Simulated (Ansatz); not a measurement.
Zinc-blende BeS was calculated with rVV10 (PAW; Ansatz, a program for electronic structure).

Settings: plane-wave cutoff 520 eV, 12×12×12 k mesh, Fermi–Dirac smearing 0.01 eV, scalar-relativistic PAW data made under PBE.

A third-order Birch–Murnaghan fit to the energies gives V0 = 14.571 Å³/atom, B0 = 93.6 GPa, B′ = 3.8.

| V (Å³/atom) | P (GPa) |
|---|---|
| 13.696 | 6.52 |
| 13.987 | ? |
| 14.279 | 1.97 |
| 14.570 | 0.01 |
| 14.861 | -1.78 |
| 15.153 | ? |
| 15.444 | -4.87 |

Question: Estimate the withheld pressures from this fit; the answers are the runs' own values.

Answer: 
- 13.987, P (GPa): 4.14
- 15.153, P (GPa): -3.40

The formula P = (3/2) B0 (x^(7/3) − x^(5/3)) [1 + (3/4)(B′ − 4)(x^(2/3) − 1)] with x = V0/V meets the computed pressures within 0.01 GPa when these rounded values are put in.

Measured, for comparison: bulk modulus 105 GPa (room temperature, not corrected to a static lattice; as tabulated in Narayana, Nesamony, Ruoff, Phys. Rev. B 56, no. 22 (1997)); equilibrium volume per atom 14.44 Å³/atom (room temperature, not corrected to a static lattice; as tabulated in Narayana, Nesamony, Ruoff (BeS at high pressure; core.ac.uk copy)). Computed (rounded) less measured: bulk modulus -11 %, equilibrium volume per atom +0.9 %.

Computed values are for the static lattice.
